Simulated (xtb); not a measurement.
xtb 6.7.1, GFN2-xTB: Zr(H)2(OSiH3)2 ([SiH3][O][ZrH2][O][SiH3]), 13 atoms. The geometry is a generated start, not checked to be a minimum at this level.

```
Property                                                                                                       Result
------------------------  -------------------------------------------------------------------------------------------
method                                                                                                       GFN2-xTB
--acc                                                                                                     1 (default)
--etemp (K)                                                                                             300 (default)
detailed input (--input)  none: ANC optimiser, Lindh (1995) Hessian, microcycle=20, maxdispl=1.0, hlow=0.01 (default)
basis functions                                                                                                    46
valence electrons                                                                                                  32
```

```xyz
13

Zr    -0.1166     1.1914     0.3847
H     -0.7564     1.0294     2.0914
H      0.7927     2.6722    -0.1693
O      0.9644    -0.3630    -0.0206
Si     2.3580    -0.7212     0.6841
H      2.5698     0.3316     1.7530
H      3.4482    -0.6779    -0.3031
H      2.2683    -2.0662     1.2759
O     -1.5992     1.0894    -0.8488
Si    -2.3191    -0.3119    -1.1483
H     -1.2903    -1.3482    -1.4706
H     -3.2252    -0.1109    -2.2859
H     -3.0946    -0.7148     0.0575
```

Charge 0 and multiplicity 1 are set for this test and not shown to be the ground state.

The structure is relaxed from this start with --opt LEVEL for the levels crude, sloppy, loose, lax, normal, tight, vtight, extreme, once each. Up to the end of the extreme run atoms move by at most 1.3 Å along an axis.

Problem. Which level is enough to come within 20 meV of the tightest end point?

Solution. normal: 47 cycles against 138, ending 1.1 meV above.

```
level    cycles  energy above the extreme run (meV)  gradient norm (eV/Å)
-------  ------  ----------------------------------  --------------------
crude         1                                  34                  0.11
sloppy        1                                  34                  0.11
loose         1                                  34                  0.11
lax           1                                  34                  0.11
normal       47                                 1.1                 0.029
tight        63                                0.42                0.0072
vtight      112                               0.049                0.0023
extreme     138                                   —                0.0016
```
